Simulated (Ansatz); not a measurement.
We consider BaInHO₂ (model structure, started from the SrVO2H type, P4/mmm, No. 123, 5 atoms in the cell), described by LDA (Ansatz, a program for electronic structure, PAW).

Numerical settings: plane-wave cutoff 520 eV, 8×8×10 k mesh (along the axes of the cell as run), Fermi–Dirac smearing 0.01 eV, scalar-relativistic PAW data made under PBE.

Cell (relaxed with PBEsol):

Space group P4/mmm (No. 123); a = 4.284 Å, b = 4.284 Å, c = 3.880 Å, α = 90.00°, β = 90.00°, γ = 90.00°

| atom | site | symmetry | x | y | z |
|---|---|---|---|---|---|
| Ba | 1d | 4/mmm | 0.5000 | 0.5000 | 0.5000 |
| In | 1a | 4/mmm | 0.0000 | 0.0000 | 0.0000 |
| O | 2f | mmm. | 0.0000 | 0.5000 | 0.0000 |
| H | 1b | 4/mmm | 0.0000 | 0.0000 | 0.5000 |

What does this level give for the band gap, smallest direct gap on the k points sampled and Γ–Γ gap?


- band gap: 0.58 eV
- smallest direct gap on the k points sampled: 1.08 eV
- Γ–Γ gap: 4.57 eV

Note: the relaxation could raise the start's symmetry but not lower it, so the cell can be a saddle point; cell and atoms aren't relaxed at this level (pressure -3.4 GPa).

Spin–orbit coupling is not included.

Computed values are for the static lattice.

A model structure was made by putting elements into a prototype or built by hand; it is no filed structure, need not be a known phase, and can be a saddle point held by its symmetry.
